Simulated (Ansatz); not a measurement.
**Pressure series in PbS**

Base system: PbS in the rock salt structure (space group Fm-3m, No. 225; a = 5.903 Å).

Cell and atoms are relaxed at each pressure.

The values are results of Ansatz (a program for electronic structure) PBEsol, no SOC, not measurements.

```tsv
pressure (GPa)	volume per atom (Å³/atom)
-2	26.662
-1	26.167
0	25.712
0.3	?
0.7	25.421
1.5	25.111
3	24.568
10	22.636
```

Q: Fit the third-order Birch–Murnaghan form P(V) = (3B₀/2)[(V₀/V)^(7/3) − (V₀/V)^(5/3)]·[1 + (3/4)(B₀′ − 4)((V₀/V)^(2/3) − 1)] (squares taken in P) to the rows shown and predict the withheld row.

A: Least squares on the printed values gives V₀ = 25.715 Å³/atom, B₀ = 59.7 GPa, B₀′ = 4.3; this predicts 25.587 Å³/atom, and the run gives 25.585 Å³/atom, 0.002 lower.

Load acts through the strain it causes; cell and atoms are relaxed under it. Stability against distortions was not tested. Competing high-pressure phases were not computed. The base started in Pnma and relaxed to Fm-3m at this level. All final runs are without spin polarisation.
